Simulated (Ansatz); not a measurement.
Electronic density of states of amorphous In9Ga9Zn9O38Ti, density 5.79 g/cm³, on a 2×2×2 Γ-centred mesh with a Gaussian width of 0.1 eV; energies count from the Fermi level, whose place inside the gap is arbitrary. Cell and mesh are small, so fine structure isn't converged. All values below come from PBE, scalar-relativistic without spin-orbit coupling (plane waves to 420 eV, PAW; Ansatz, a program for electronic structure). Sampling: a 2×2×2 Γ-centred mesh; Fermi-Dirac width 0.02 eV; no spin polarisation. At PBE the levels at the filled edge of the gap are localised (band-tail or defect states), and the nearest spread-out levels lie 1.1 eV apart at the zone centre.

The cell was made by melting and quenching with the CHGNet potential and then relaxed with DFT. O atoms were pushed apart under 1.9 Å during the dynamics, to hinder bonds among them. The hot cell started wider than the set density and was brought back towards it in steps. It is the lowest in DFT energy of 2 quenches. It is a model cell: composition and starting density were chosen by hand, and all elements were melted together. No dispersion term was used. Its density started from a set value of 5.79 and ended at 5.79 g/cm³. The quench (nominally 260 K/ps over its main leg) was far faster than any real one, so the model tends to hold more defects than a real film. One small periodic cell is one sample of the glass; other quenches scatter about these values. The volume was held where the preparation left it, at a PBE pressure of 1.5 GPa. Stress components on the final sampling reach 2.2 GPa.

```tsv
E - EF (eV)	states/(eV atom)
-12.00	0.00
-11.90	0.00
-11.80	0.00
-11.70	0.00
-11.60	0.00
-11.50	0.00
-11.40	0.00
-11.30	0.00
-11.20	0.00
-11.10	0.00
-11.00	0.00
-10.90	0.00
-10.80	0.00
-10.70	0.00
-10.60	0.00
-10.50	0.00
-10.40	0.00
-10.30	0.00
-10.20	0.00
-10.10	0.00
-10.00	0.00
-9.90	0.00
-9.80	0.00
-9.70	0.00
-9.60	0.00
-9.50	0.00
-9.40	0.00
-9.30	0.00
-9.20	0.00
-9.10	0.00
-9.00	0.00
-8.90	0.00
-8.80	0.00
-8.70	0.00
-8.60	0.00
-8.50	0.00
-8.40	0.00
-8.30	0.00
-8.20	0.00
-8.10	0.00
-8.00	0.00
-7.90	0.00
-7.80	0.00
-7.70	0.00
-7.60	0.00
-7.50	0.00
-7.40	0.01
-7.30	0.06
-7.20	0.16
-7.10	0.21
-7.00	0.17
-6.90	0.17
-6.80	0.29
-6.70	0.35
-6.60	0.38
-6.50	0.37
-6.40	0.32
-6.30	0.34
-6.20	0.47
-6.10	0.62
-6.00	0.73
-5.90	0.79
-5.80	0.96
-5.70	1.08
-5.60	1.11
-5.50	1.17
-5.40	1.26
-5.30	1.31
-5.20	1.21
-5.10	1.07
-5.00	0.98
-4.90	1.01
-4.80	0.99
-4.70	0.82
-4.60	0.67
-4.50	0.64
-4.40	0.62
-4.30	0.64
-4.20	0.66
-4.10	0.59
-4.00	0.55
-3.90	0.59
-3.80	0.60
-3.70	0.59
-3.60	0.66
-3.50	0.67
-3.40	0.65
-3.30	0.62
-3.20	0.63
-3.10	0.68
-3.00	0.70
-2.90	0.70
-2.80	0.71
-2.70	0.74
-2.60	0.74
-2.50	0.78
-2.40	0.73
-2.30	0.76
-2.20	0.76
-2.10	0.77
-2.00	0.84
-1.90	0.90
-1.80	0.81
-1.70	0.81
-1.60	0.87
-1.50	0.91
-1.40	1.01
-1.30	1.03
-1.20	0.93
-1.10	0.92
-1.00	0.87
-0.90	0.75
-0.80	0.62
-0.70	0.51
-0.60	0.28
-0.50	0.18
-0.40	0.12
-0.30	0.02
-0.20	0.00
-0.10	0.00
0.00	0.00
0.10	0.00
0.20	0.00
0.30	0.01
0.40	0.02
0.50	0.01
0.60	0.00
0.70	0.00
0.80	0.00
0.90	0.00
1.00	0.00
1.10	0.00
1.20	0.00
1.30	0.00
1.40	0.02
1.50	0.06
1.60	0.05
1.70	0.06
1.80	0.04
1.90	0.01
2.00	0.03
2.10	0.08
2.20	0.08
2.30	0.07
2.40	0.07
2.50	0.09
2.60	0.09
2.70	0.12
2.80	0.19
2.90	0.24
3.00	0.17
3.10	0.10
3.20	0.12
3.30	0.16
3.40	0.15
3.50	0.15
3.60	0.15
3.70	0.20
3.80	0.25
3.90	0.26
4.00	0.25
4.10	0.27
4.20	0.30
4.30	0.26
4.40	0.28
4.50	0.25
4.60	0.26
4.70	0.24
4.80	0.26
4.90	0.31
5.00	0.31
5.10	0.26
5.20	0.29
5.30	0.36
5.40	0.37
5.50	0.33
5.60	0.30
5.70	0.28
5.80	0.31
5.90	0.33
6.00	0.30
6.10	0.28
6.20	0.27
6.30	0.30
6.40	0.29
6.50	0.28
6.60	0.35
6.70	0.34
6.80	0.33
6.90	0.32
7.00	0.35
7.10	0.33
7.20	0.28
7.30	0.31
```

The level gap on this mesh is 0.85 eV; the broadening fills part of it in the curve.
